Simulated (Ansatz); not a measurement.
Start from CuAu3 in the Cu3Au type structure (space group Pm-3m, No. 221; a = 3.974 Å; relaxed with 0.1 eV smearing). Axes: x, y, z lie along the cube axes.

Level of theory: plane-wave PAW DFT at the PBEsol level (Ansatz, an electronic-structure program, 420 eV), no spin-orbit coupling.

Strains are applied to the cell and any free atomic positions relax; under biaxial strain the out-of-plane vector relaxes too; under stress the whole cell relaxes.

One change was made to it. Results:

The shortest interatomic distance falls by 0.009 Å (2.810 Å → 2.801 Å); the energy is nearly the same.

**Question.** Name the change that was made.
(A) biaxial strain −4.20 %, plane normal [111], relaxed out of plane
(B) uniaxial strain ε_yy = +2.87 %
(C) uniaxial stress, 0.5 GPa tension along z

**Answer.** C, uniaxial stress, 0.5 GPa tension along z. For comparison, the energy relative to the base in the other runs: biaxial strain −4.20 %, plane normal [111], relaxed out of plane gives +49 meV/atom; uniaxial strain ε_yy = +2.87 % gives +7.7 meV/atom.

Beyond what the load breaks, stability against distortions was not tested. The final runs are not spin-polarised.
